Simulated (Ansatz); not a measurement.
**HfC: energy against strain**

HfC (rock salt, Fm-3m, 12.223 Å³/atom at rest) under an equal strain ε in the (001) plane with the normal axis free, as in a coherent film. PBEsol in Ansatz, a plane-wave DFT program (PAW, default set), 420 eV, 22×22×22 Γ-centred mesh, Fermi-Dirac smearing 0.10 eV; ions are relaxed within the symmetry of each cell.

Here s stands for strain and y for E less E0.

| strain (%) | E less E0 (meV/atom) |
|---|---|
| -3.00 | ? |
| -1.50 | 10.87 |
| -1.00 | 4.74 |
| -0.50 | 1.16 |
| 0.00 | 0.00 |
| 0.50 | 1.14 |
| 1.00 | 4.46 |
| 1.50 | 9.85 |

Fit y against s with a parabola, and predict the withheld value at s = -3.00.

Least squares gives y = -0.002 - 0.2600·s + 4.6048·s². Residuals (row less fit): 0.121, -0.123, -0.119, 0.002, 0.121, 0.117, -0.119; standard error 0.147 (degrees of freedom: 4). Twice the quadratic coefficient over the volume, 2 × 4.6048 meV × 10⁴ × 0.1602 / 12.223 Å³, is twice the biaxial elastic modulus of this plane = 1207 ± 17 GPa. At the withheld row, y = -0.002 - 0.2600 × (-3.0) + 4.6048 × (-3.0)² = 42.221 meV/atom. The calculation gives 45.86 meV/atom, 3.639 meV/atom above the prediction (7.9 % of the range of y in the table). The row lies outside the fitted rows, so this is an extrapolation. From the scatter of the fitted rows alone, a prediction at this place has a standard error of 0.562 meV/atom, so the miss is 6.5 times that.

One order more, fitted to all 13 runs of the series, follows each within 0.04, so the miss is the next term of a smooth law. In a metal these values are sensitive to mesh and smearing; energies are taken to zero smearing, stresses follow the free energy. Rows are the converged runs of the series near zero and its far end; series whose fitted rows scatter by over a few per cent of the range, as at a crossing or softening among them, aren't shown in this form. Most that stay on the fit to the last digits aren't either.
